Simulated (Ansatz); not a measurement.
# SiC (model structure, P6₂22, No. 180, 6 atoms in the cell)

Method: G0W0@PBEsol+SOC (Ansatz, an electronic-structure program, plane waves, hard PAW, contour deformation, complete-basis limit, spin–orbit shift from PBEsol).

Numerical settings: largest k mesh 12×12×4 (not extrapolated in the mesh).

Cell (relaxed with PBEsol):

Space group P6₂22 (No. 180); a = b = 3.066 Å, c = 7.026 Å, α = β = 90.00°, γ = 120.00°

| atom | site | symmetry | x | y | z |
|---|---|---|---|---|---|
| Si | 3d | 222 | 0.5000 | 0.0000 | 0.5000 |
| C | 3c | 222 | 0.5000 | 0.0000 | 0.0000 |

```
Item       Result
--------  -------
band gap  1.61 eV
```

Note: the correction to the complete basis was taken at k points off the band edges; spin–orbit coupling enters as the shift of the gap found with a semilocal functional; the relaxation could raise the start's symmetry but not lower it, so the cell can be a saddle point.

Static lattice: no zero-point or thermal effects.

Cost on a shared machine: very roughly 8 core-hours.

A model structure was made by putting elements into a prototype or built by hand; it is no filed structure, need not be a known phase, and can be a saddle point held by its symmetry.
